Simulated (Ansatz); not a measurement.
Consider Tl in the hcp (Mg type) structure (space group P6_3/mmc, No. 194; a = 3.5207 Å, c = 5.6025 Å). Axes: x lies along a and z along c of the hexagonal cell.

All numbers come from r2SCAN (Ansatz, a program for electronic structure, PAW, without spin-orbit coupling), earlier PAW set.

Perturbation: a free-standing slab of 3 layers (3 atoms, 1 a layer) is cut normal to the z axis, with 15 Å of vacuum and the in-plane cell held at bulk.

### Question
Estimate the effect on the excess energy per area of both faces and change of the spacing d12 from its bulk value of 2.801 Å.

### Answer
The excess energy per area of both faces (slab less bulk energy over the cell's area: twice a surface energy) comes out as 0.66 J/m² (uncertain by up to 0.04 J/m²); the change of the spacing d12 from its bulk value of 2.801 Å amounts to -3.3 %.

The excess energy carries the mismatch between the slab's and the bulk's meshes. Whether these cells are dynamically stable was not tested.
